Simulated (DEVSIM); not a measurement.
System: n-channel Si planar bulk MOSFET with SiON, at 350 K.

| Quantity | Value |
|---|---|
| Gate length | 30 nm |
| Source drain length | 24 nm |
| Dielectric thickness | 1.5 nm |
| Lateral straggle | 1.2 nm |
| Underlap | 0 nm |
| Junction depth | 10.7 nm |
| Substrate depth | 126 nm |
| Gate work function | 4.19 eV |
| Source and drain doping | 1.5e20 cm⁻³, Gaussian tails under the gate |
| Body doping | 2.1e18 cm⁻³ |
| Lifetime | 5e-7 s |
| Supply | 0.6 V |
| Halo peak | 4.9e18 cm⁻³ |

All mobilities are scaled by 0.2; velocity saturation, μ/(1 + (μE/vsat)^b)^(1/b) with b = 2 for electrons and 1 for holes and E the electric field along each mesh edge, is on. Mobility is μmin + (μ − μmin)/(1 + (N/Nref)^α).

The device is made up for the run: typed textbook-type constants, with dimensions and the other settings drawn at random. Values at 300 K; Nc and Nv go as T^1.5, mobilities as T to minus their exponent, the gap by Varshni's rule with the affinity fixed.

Si: gap (eV) 1.124, affinity (eV) 4.05, permittivity 11.7, Nc (cm⁻³) 2.86e19, Nv (cm⁻³) 3.1e19, μn (cm²/Vs) 1417, μp (cm²/Vs) 470, μn,min 52, μp,min 45, Nref,n 9.7e16, Nref,p 2.2e17, αn 0.68, αp 0.72, T exponent of μn 2.3, T exponent of μp 2.2, vsat,n (cm/s) 1e7, vsat,p (cm/s) 8.4e6, Varshni α (eV/K) 0.000473, Varshni β (K) 636. SiON: gap (eV) 7, affinity (eV) 1.4, permittivity 5.5.

DEVSIM, 2D drift-diffusion, Boltzmann statistics, complete ionisation; no quantum confinement, tunnelling, impact ionisation, self-heating, contact resistance or fringe fields beside the gate. Metal contacts follow the ideal Schottky-Mott rule: no Fermi-level pinning, no interface dipoles.

Transfer curves, |Id| in μA/μm:

```csv
Vg (V),Vd = 0.05 V,Vd = 0.6 V
-0.18,1.215e-5,4.680e-5
-0.15,2.535e-5,9.736e-5
-0.12,5.295e-5,0.0002028
-0.09,0.0001107,0.0004231
-0.06,0.0002314,0.0008833
-0.03,0.0004840,0.001845
0,0.001012,0.003852
0.03,0.002116,0.008038
0.06,0.004420,0.01675
0.09,0.009215,0.03484
0.12,0.01916,0.07218
0.15,0.03969,0.1487
0.18,0.08169,0.3035
0.21,0.1664,0.6105
0.24,0.3335,1.200
0.27,0.6508,2.282
0.3,1.220,4.145
0.33,2.161,7.121
0.36,3.570,11.51
0.39,5.462,17.52
0.42,7.766,25.25
0.45,10.36,34.70
0.48,13.13,45.84
0.51,15.98,58.56
0.54,18.84,72.77
0.57,21.68,88.36
0.6,24.46,105.2
```

### Question
Work out the subthreshold swing at low drain bias from the rows at -0.06 and -0.03 V, and compare it with the thermal limit.

### Answer
log10(0.0004840/0.0002314) = 0.320 over 30.0 mV, so S = 93.6 mV/decade. The limit kT/q ln 10 is 69.4 mV/decade; the ratio is 1.35. This is the steepest step of the table.

### Question
Find both thresholds at the constant current 0.1 μA × (1 μm/L) a micrometre, and the DIBL.

### Answer
The current is 3.33 μA/μm. Interpolating ln Id gives 0.356 V and 0.289 V; their difference over the 0.55 V of drain bias is 120 mV/V.

Source and drain are degenerate, where Boltzmann statistics are only rough. The electric field that drives the saturation includes the junctions' built-in field, which lowers the mobility there even at small currents: subthreshold currents come out too low, a known weakness of this choice.
